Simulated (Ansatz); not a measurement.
Cubic perovskite CsSrF3, treated with PBEsol+SOC (PAW; Ansatz, a program for electronic structure).

Numerical settings: plane-wave cutoff 520 eV, 8×8×8 k mesh, Fermi–Dirac smearing 0.01 eV, PAW data made under PBE.

Energies at three volumes about the minimum:

| V (Å³/atom) | E − E_lowest (meV/atom) |
|---|---|
| 20.839 | 1.20 |
| 21.264 | 0.00 |
| 21.689 | 1.12 |

Fit a parabola by hand: where is the minimum, what lattice constant follows, and what is the bulk modulus?

Slopes: (0.00 − 1.20)/(21.264 − 20.839) = -2.824 and (1.12 − 0.00)/(21.689 − 21.264) = 2.635 meV/Å³. Curvature E″ = 2 × (2.635 − (-2.824))/(21.689 − 20.839) = 12.845 meV/Å⁶. From the middle of the first interval, the slope vanishes at V0 = 21.0515 − (-2.824)/12.845 = 21.271 Å³/atom. B = V0 E″ = 21.271 × 12.845 meV/Å³ × 0.1602 GPa per meV/Å³ = 43.8 GPa. With 5 atoms in the cube, a = (5 × 21.271)^(1/3) = 4.738 Å. The full Birch–Murnaghan fit to all volumes gives V0 = 21.263 Å³/atom and B0 = 43.7 GPa.

Note: the relaxation could not lower the start's symmetry, so the cell can be a saddle point above a distorted one.
